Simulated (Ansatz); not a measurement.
# A computed series for HfN: response to strain

The reference is HfN in the rock salt structure (space group Fm-3m, No. 225; a = 4.502 Å; relaxed with 0.1 eV smearing). Axes: x, y, z lie along the cube axes.

Strains are applied to the cell and any free atomic positions relax.

Calculations: plane-wave PAW DFT at the PBEsol level (Ansatz, a program for electronic structure, 420 eV), spin-orbit coupling left out.

Candidates:
(a) uniaxial strain ε_zz = +1.50 %
(b) uniaxial strain ε_zz = −1.00 %
(c) uniaxial strain ε_zz = +2.00 %
(d) uniaxial strain ε_zz = −1.50 %

Notes on the quantities. energy relative to the base: free energy F.

Question: Order them by energy relative to the base, lowest first.

Answer: (b) uniaxial strain ε_zz = −1.00 % (+2.3 meV/atom), (a) uniaxial strain ε_zz = +1.50 % (+4.8 meV/atom), (d) uniaxial strain ε_zz = −1.50 % (+5.4 meV/atom), (c) uniaxial strain ε_zz = +2.00 % (+8.3 meV/atom)

No phonon test of stability was made. The final runs are not spin-polarised. An odd electron count without spin: HfN.
